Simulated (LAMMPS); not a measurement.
Molecular dynamics of a melt made from Cu (fcc), 256 atoms, at 2170 K and 0 GPa, brought to that temperature within a few picoseconds.

Level of theory: MD with a machine-learned potential, pair style snap, file Cu_Zuo_JPCA2020.quadratic.snap, run in LAMMPS.

Problem. Predict the state found, the most common Cu-Cu-Cu angle, the density.

Solution. state found: liquid; most common Cu-Cu-Cu angle: at the 3° bin centred on 55.5°, after smoothing over three bins (mean of all 96°); density: 6.80 ± 0.01 g/cm³.

Caution: a run this short can hold a crystal over, or a liquid under, the potential's own melting point, which these runs don't give.
